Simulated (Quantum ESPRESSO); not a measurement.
The steps of a band-structure calculation for AlV2C (P6_3/mmc, 8 atoms in the cell) with Quantum ESPRESSO.

Method: PBE, SSSP 1.1.2 efficiency (PBE) pseudopotentials (plane waves; Quantum ESPRESSO 7.5).

Step 1 (scf):

```fortran
&CONTROL
  calculation = 'scf'
  prefix = 'pwscf'
  outdir = './out'
  pseudo_dir = './'
  tprnfor = .true.
  tstress = .true.
/
&SYSTEM
  ibrav = 4
  celldm(1) = 5.4644129965
  celldm(3) = 4.538308420973
  nat = 8
  ntyp = 3
  ecutwfc = 50
  ecutrho = 400
  occupations = 'smearing'
  smearing = 'gaussian'
  degauss = 0.0147
  nbnd = 39
/
&ELECTRONS
  conv_thr = 1.0d-10
  mixing_beta = 0.7
/
ATOMIC_SPECIES
Al    26.9815  Al.pbe-n-kjpaw_psl.1.0.0.UPF
V     50.9415  v_pbe_v1.4.uspp.F.UPF
C     12.0110  C.pbe-n-kjpaw_psl.1.0.0.UPF
ATOMIC_POSITIONS {alat}
Al    0.0000000000    0.5773502692    1.1345771052
Al    0.5000000000    0.2886751346    3.4037313157
V     0.0000000000    0.5773502692    2.6611732919
V     0.5000000000    0.2886751346    1.8771351291
V     0.5000000000    0.2886751346    0.3920190814
V     0.0000000000    0.5773502692    4.1462893396
C     0.0000000000    0.0000000000    0.0000000000
C     0.0000000000    0.0000000000    2.2691542105
K_POINTS {automatic}
7 7 2  0 0 0
```

Step 2 (bands):

```fortran
&CONTROL
  calculation = 'bands'
  prefix = 'pwscf'
  outdir = './out'
  pseudo_dir = './'
  verbosity = 'high'
/
&SYSTEM
  ibrav = 4
  celldm(1) = 5.4644129965
  celldm(3) = 4.538308420973
  nat = 8
  ntyp = 3
  ecutwfc = 50
  ecutrho = 400
  occupations = 'smearing'
  smearing = 'gaussian'
  degauss = 0.0147
  nbnd = 43
/
&ELECTRONS
  conv_thr = 1.0d-10
  startingwfc = 'random'
  diago_thr_init = 1.0d-6
  diagonalization = 'cg'
/
ATOMIC_SPECIES
Al    26.9815  Al.pbe-n-kjpaw_psl.1.0.0.UPF
V     50.9415  v_pbe_v1.4.uspp.F.UPF
C     12.0110  C.pbe-n-kjpaw_psl.1.0.0.UPF
ATOMIC_POSITIONS {alat}
Al    0.0000000000    0.5773502692    1.1345771052
Al    0.5000000000    0.2886751346    3.4037313157
V     0.0000000000    0.5773502692    2.6611732919
V     0.5000000000    0.2886751346    1.8771351291
V     0.5000000000    0.2886751346    0.3920190814
V     0.0000000000    0.5773502692    4.1462893396
C     0.0000000000    0.0000000000    0.0000000000
C     0.0000000000    0.0000000000    2.2691542105
K_POINTS {crystal_b}
12
  0.00000000   0.00000000   0.00000000  13  ! G
  0.50000000   0.00000000   0.00000000   7  ! M
  0.33333333   0.33333333   0.00000000  14  ! K
  0.00000000   0.00000000   0.00000000   2  ! G
  0.00000000   0.00000000   0.50000000  13  ! A
  0.50000000   0.00000000   0.50000000   7  ! L
  0.33333333   0.33333333   0.50000000  14  ! H
  0.00000000   0.00000000   0.50000000   1  ! A
  0.50000000   0.00000000   0.50000000   2  ! L
  0.50000000   0.00000000   0.00000000   1  ! M
  0.33333333   0.33333333   0.00000000   2  ! K
  0.33333333   0.33333333   0.50000000   1  ! H
```

Step 3 (bands.x):

```fortran
&BANDS
  prefix = 'pwscf'
  outdir = './out'
  filband = 'bands.dat'
  lsym = .false.
/
```

Output of bands (abridged):

```
     file Al.pbe-n-kjpaw_psl.1.0.0.UPF: wavefunction(s)  3S 3P renormalized
     file C.pbe-n-kjpaw_psl.1.0.0.UPF: wavefunction(s)  2S 2P renormalized

     Atomic positions and unit cell read from directory:
     ./out/pwscf.save/
     G-vector sticks info
     --------------------
     sticks:   dense  smooth     PW     G-vecs:    dense   smooth      PW
     Sum         823     421    121                86635    30735    5185

   [... lines left out ...]
     unit-cell volume          =     641.2911 (a.u.)^3
   [... lines left out ...]

     The potential is recalculated from file :
     ./out/pwscf.save/charge-density

     negative rho (up, down):  3.425E-03 0.000E+00

     Band Structure Calculation
     CG style diagonalization

     ethr =  1.00E-06,  avg # of iterations = 35.7

     End of band structure calculation

          k = 0.0000 0.0000 0.0000 (  3871 PWs)   bands (ev):

   -50.4857 -50.4856 -50.4299 -50.4298 -24.5304 -24.5281 -24.2064 -24.2039
   -24.1492 -24.1492 -24.1492 -24.1492 -24.1125 -24.1125 -24.1125 -24.1125
     1.2708   1.3626   4.8296   5.4328   7.3210   8.3672  10.7240  10.7240
    10.7269  10.7269  10.8850  11.8026  12.8962  13.2360  13.6502  13.6502
    13.6659  13.6659  14.4841  14.4841  14.5231  14.5231  15.2357  15.2358
    15.2873  15.2873  17.0751

          k = 0.0385 0.0222 0.0000 (  3829 PWs)   bands (ev):

   -50.4847 -50.4847 -50.4293 -50.4293 -24.5290 -24.5267 -24.2079 -24.2055
   -24.1534 -24.1533 -24.1510 -24.1510 -24.1172 -24.1172 -24.1132 -24.1131
     1.2957   1.3859   4.8642   5.4578   7.3586   8.3959  10.5516  10.6802
    10.7283  10.7312  11.0312  11.7956  12.8992  13.2516  13.6092  13.6268
    13.6724  13.6886  14.4270  14.4688  14.5020  14.5088  15.2462  15.2501
    15.3021  15.3061  17.0981

   [... 75 blocks of this kind left out ...]
```

Output of bands.x (abridged):

```
     Reading xml data from directory:

     ./out/pwscf.save/
     file Al.pbe-n-kjpaw_psl.1.0.0.UPF: wavefunction(s)  3S 3P renormalized
     file C.pbe-n-kjpaw_psl.1.0.0.UPF: wavefunction(s)  2S 2P renormalized

     G-vector sticks info
     --------------------
     sticks:   dense  smooth     PW     G-vecs:    dense   smooth      PW
     Sum         823     421    121                86635    30735    5185

     negative rho (up, down):  3.425E-03 0.000E+00
     Reading collected, re-writing distributed wavefunctions
     high-symmetry point:  0.0000 0.0000 0.0000   x coordinate   0.0000
     high-symmetry point:  0.5000 0.2887 0.0000   x coordinate   0.5774
     high-symmetry point:  0.3333 0.5774 0.0000   x coordinate   0.9107
     high-symmetry point:  0.0000 0.0000 0.0000   x coordinate   1.5774
     high-symmetry point:  0.0000 0.0000 0.1102   x coordinate   1.6875
     high-symmetry point:  0.5000 0.2887 0.1102   x coordinate   2.2649
     high-symmetry point:  0.3333 0.5774 0.1102   x coordinate   2.5982
     high-symmetry point:  0.0000 0.0000 0.1102   x coordinate   3.2649
     high-symmetry point:  0.5000 0.2887 0.1102   x coordinate   3.2649
     high-symmetry point:  0.5000 0.2887 0.0000   x coordinate   3.3750
     high-symmetry point:  0.3333 0.5774 0.0000   x coordinate   3.3750
     high-symmetry point:  0.3333 0.5774 0.1102   x coordinate   3.4852

     Plottable bands (eV) written to file bands.dat.gnu
     Bands written to file bands.dat

   JOB DONE.
```

The starting cell comes from a database of computed structures (which also holds hypothetical and non-ambient phases and stackings), without a prior relaxation at this level. Its lattice was rescaled by a random factor within 2.5 % of one. Spin polarisation is off.
